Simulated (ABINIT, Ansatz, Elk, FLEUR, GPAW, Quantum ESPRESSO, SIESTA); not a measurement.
## Code comparison for C (Fd-3m, 2 atoms in the cell)

Self-consistent single point.

```xyz
2
Lattice="0.0000 1.7554 1.7554 1.7554 0.0000 1.7554 1.7554 1.7554 0.0000" Properties=species:S:1:pos:R:3 pbc="T T T"
C      1.7554     1.7554     1.7554
C      2.6332     2.6332     2.6332
```

Shared settings, as Ansatz (a quantum-chemistry and plane-wave program) writes them: kpoints.mp_grid.grid = 5 5 5; scf.occupations.method = fermi_dirac; scf.occupations.width = 0.05 eV. Potentials and cutoffs stand in the table.

```
code                                                                                                                                model  gap on the mesh (eV)           cutoff
----------------  -----------------------------------------------------------------------------------------------------------------------  --------------------  ---------------
ABINIT                                                           PBE, norm-conserving pseudopotentials (PseudoDojo nc-sr-05 PBE standard)                 4.332            82 Ry
Quantum ESPRESSO                                                          PBE, PseudoDojo standard norm-conserving (PBE) pseudopotentials                 4.332            85 Ry
SIESTA            GGA PBE, numerical atomic orbitals DZP, PseudoDojo PBE standard norm-conserving potentials (rewritten from UPF to PSML)                 4.405      grid 400 Ry
Elk                                        PBE, all-electron FP-LAPW, Elk's shipped species files, APW+lo basis with extra local orbitals                 4.282         rgkmax 8
Ansatz                                                                                                             PBE, default PAW files                 4.274          default
FLEUR                                                                        PBE, all-electron FLAPW (FLEUR), scalar-relativistic valence                 4.286  Kmax 4.5 1/bohr
GPAW                                                                                         PBE, GPAW PAW datasets PBE (gpaw-data 1.0.1)                 4.269           950 eV
```

Gaps are read on the mesh.

The spread over the programs that give each value: gap on the mesh within 0.136 eV.

SIESTA uses small atom-centred bases, whose incompleteness enters pressures, forces and empty levels differently from a plane-wave cutoff. Elk and FLEUR treat all electrons, but the usual bases taken here (sphere radii, linearisation, local orbitals, empty states) were not tested for convergence, so the values are no reference for the others. In the pressure, SIESTA (by 8.01) and Ansatz (by 1.25) lie more than 1 GPa from the median of the plane-wave programs.

On the base mesh (13 13 13) the same programs gave: Ansatz pressure 23.44 GPa, gap on the mesh 4.253 eV; Quantum ESPRESSO pressure 24.78 GPa, gap on the mesh 4.309 eV; ABINIT pressure 24.67 GPa, gap on the mesh 4.309 eV; GPAW gap on the mesh 4.248 eV; Elk gap on the mesh 4.261 eV; FLEUR gap on the mesh 4.266 eV; SIESTA pressure 32.91 GPa, gap on the mesh 4.380 eV.

The starting cell comes from a database of computed structures (which also holds hypothetical and non-ambient phases and stackings), without a prior relaxation at this level. Its lattice was rescaled by a random factor within 2.5 % of one.

Left out of this page: CP2K (on another mesh).

Keys are those of Ansatz 0.2.
